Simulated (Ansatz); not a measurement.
**Sc, response to strain**

Start from Sc in the hcp (Mg type) structure (space group P6_3/mmc, No. 194; a = 3.318 Å, c = 5.186 Å; relaxed with 0.1 eV smearing). Axes: x lies along a and z along c of the hexagonal cell.

Strains are applied to the cell and any free atomic positions relax.

Method: Ansatz (a program for electronic structure), PBE, PAW, cutoff 420 eV, without spin-orbit coupling.

Notes on the quantities. energy relative to the base: free energy F; pressure: mean of the normal stresses, compression positive.

```json
[
 {"case": "base", "energy relative to the base": "0 meV/atom", "pressure": "0.0 GPa", "volume per atom": "24.72 Å³"},
 {"case": "uniaxial strain ε_zz = −3.00 %", "energy relative to the base": "+7.2 meV/atom", "pressure": "1.7 GPa", "volume per atom": "23.98 Å³"},
 {"case": "uniaxial strain ε_zz = −2.50 %", "energy relative to the base": "+5.0 meV/atom", "pressure": "1.4 GPa", "volume per atom": "24.10 Å³"},
 {"case": "uniaxial strain ε_zz = −2.00 %", "energy relative to the base": "+3.1 meV/atom", "pressure": "1.1 GPa", "volume per atom": "24.23 Å³"},
 {"case": "uniaxial strain ε_zz = −1.50 %", "energy relative to the base": "+1.8 meV/atom", "pressure": "0.8 GPa", "volume per atom": "24.35 Å³"},
 {"case": "uniaxial strain ε_zz = −1.00 %", "energy relative to the base": "+0.8 meV/atom", "pressure": "0.5 GPa", "volume per atom": "24.47 Å³"},
 {"case": "uniaxial strain ε_zz = −0.50 %", "energy relative to the base": "+0.2 meV/atom", "pressure": "0.3 GPa", "volume per atom": "24.60 Å³"},
 {"case": "uniaxial strain ε_zz = +0.50 %", "energy relative to the base": "+0.2 meV/atom", "pressure": "-0.3 GPa", "volume per atom": "24.84 Å³"},
 {"case": "uniaxial strain ε_zz = +1.00 %", "energy relative to the base": "+0.7 meV/atom", "pressure": "-0.5 GPa", "volume per atom": "24.97 Å³"},
 {"case": "uniaxial strain ε_zz = +2.00 %", "energy relative to the base": "(withheld)", "pressure": "(withheld)", "volume per atom": "25.22 Å³"}
]
```

Fill in the withheld entries from the trend.


- uniaxial strain ε_zz = +2.00 %, energy relative to the base: +2.9 meV/atom
- uniaxial strain ε_zz = +2.00 %, pressure: -1.0 GPa

Stability against distortions was not tested. The final runs are not spin-polarised.
